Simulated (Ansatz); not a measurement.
**Question.** Name crystals whose mean free path at 300 K lies between 32 and 51 nm and whose electron-phonon coupling λ lies between 0.095 and 0.148, by PBEsol, DFPT electron-phonon coupling, linearised Boltzmann equation (Ansatz, a quantum-chemistry and plane-wave program).

**Answer.** Many crystals can fit; among those computed here:
- Cu (Fm-3m): 40 nm, 0.119
- TiRu (Pm-3m): 34 nm, 0.139
- TaN (P-62m): 34 nm, 0.115
- PdHg (P4/mmm): 34 nm, 0.138
- TaTc (Pm-3m): 45 nm, 0.134

Metals; harmonic phonons alone scatter; means over directions. The mean free path is weighted by the current that each state carries. Halving the electron mesh moves these values by up to 9 %; q meshes are mostly untested. Some of the runs warned that the eigensolver left states short of its tolerance. Spin-orbit coupling is left out.

Formula and space group known from diffraction (Crystallography Open Database), not checked to be the room-temperature form: PdHg (P4/mmm), TaTc (Pm-3m), TiRu (Pm-3m). The missing spin-orbit coupling matters most for PdHg (P4/mmm), TaN (P-62m), TaTc (Pm-3m).
